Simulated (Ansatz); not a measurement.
Faces of fcc Pd in 1x1 cells, as slabs relaxed from ideal cuts; for each face the lowest of the symmetric, stoichiometric cuts and spin starts that were computed. Real faces may reconstruct in larger cells. No spin-orbit coupling, no Hubbard U.

All values below come from PBE (plane waves to 420 eV, PAW; Ansatz, a quantum-chemistry and plane-wave program).

```
face   cell area (Å²)  outermost plane spacing of the ideal cut (Å)  γ unrelaxed (J/m²)  γ relaxed (J/m²)  work function, top face (eV)
-----  --------------  --------------------------------------------  ------------------  ----------------  ----------------------------
(100)            7.78                                          1.97                1.55              1.54                          5.08
(110)           11.00                                          1.39                1.64                 …                             …
(111)            6.73                                          2.28                1.37                 …                             …
```

Question: Some entries are withheld; supply them.

Answer: 
- (110), γ relaxed (J/m²): 1.60
- (110), work function, top face (eV): 4.75
- (111), γ relaxed (J/m²): 1.37
- (111), work function, top face (eV): 5.21
